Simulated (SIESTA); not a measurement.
# Short convergence ladders for a (001) slab of Ga (cut from a parent of space group no. 64; 4 atoms in the cell)

```xyz
4
Lattice="4.4248 0.0000 0.0000 -6.5641 3.8733 0.0000 0.0000 0.0000 17.7772" Properties=species:S:1:pos:R:3 pbc="T T T"
Ga    -5.5473     3.2734    10.7772
Ga    -4.2988     2.5367     8.5235
Ga    -2.2653     1.3367     9.2537
Ga    -1.0168     0.6000     7.0000
```

Base method: GGA PBEsol, numerical atomic orbitals DZP, PseudoDojo PBEsol standard norm-conserving potentials (rewritten from UPF to PSML) (SIESTA).

Base settings: XC.functional = GGA; XC.authors = PBEsol; potentials = PseudoDojo PBEsol standard; PAO.BasisSize = DZP; PAO.EnergyShift = 0.01 Ry; MeshCutoff = 400 Ry; kgrid.MonkhorstPack = 7 7 1; OccupationFunction = MP; OccupationMPOrder = 0; ElectronicTemperature = 0.1 eV.

Core times come from one kind of shared machine, to one figure; runs under 30 s give none.

**The vacuum**

The mesh stays at the base's, so the ladder's end is converged at best in this setting alone.

Only quantities that move along the ladder and can be compared are tabulated; forces are left out, as grid noise moves with the cell.

| vacuum between outermost atoms (Å) | free energy less the last step's (meV/atom) | core time / last (rough) |
|---|---|---|
| 3.0 | -279.82 | 1 |
| 5.0 | -48.10 | 0.9 |
| 7.0 | -1.08 | 1 |
| 10.0 | 0.12 | 1 |
| 14.0 | 0.05 | 0.9 |
| 30.0 | 0.00 | 1 |

Smallest vacuum between outermost atoms (Å) that holds the free energy within 0.5 meV/atom of the last step, with all finer ones: 10.0; the step before is off by 1.1 meV/atom.

**The cutoff of the real-space grid**

The mesh stays at the base's, so the ladder's end is converged at best in this setting alone.

Only quantities that move along the ladder and can be compared are tabulated.

| MeshCutoff | free energy less the last step's (meV/atom) | core time / last (rough) |
|---|---|---|
| 200 Ry (226 Ry used) | -19.07 | 0.10 |
| 280 Ry (335 Ry used) | -11.11 | 0.1 |
| 400 Ry (412 Ry used) | -3.34 | 0.3 |
| 480 Ry (530 Ry used) | -1.06 | 0.4 |
| 800 Ry (919 Ry used) | 0.00 | 1 |

Coarsest MeshCutoff that holds the free energy within 5 meV/atom of the last step, with all finer ones: 400 Ry (412 Ry used), at about 0.3 of the last step's time; the step before is off by 11 meV/atom.

On the base run: the starting cell has typed, rounded lattice constants, without a prior relaxation at this level. The slab is cut from that crystal, and its faces are unrelaxed. Its lattice was rescaled by up to half a per cent. Values carry the incompleteness of an atom-centred basis.
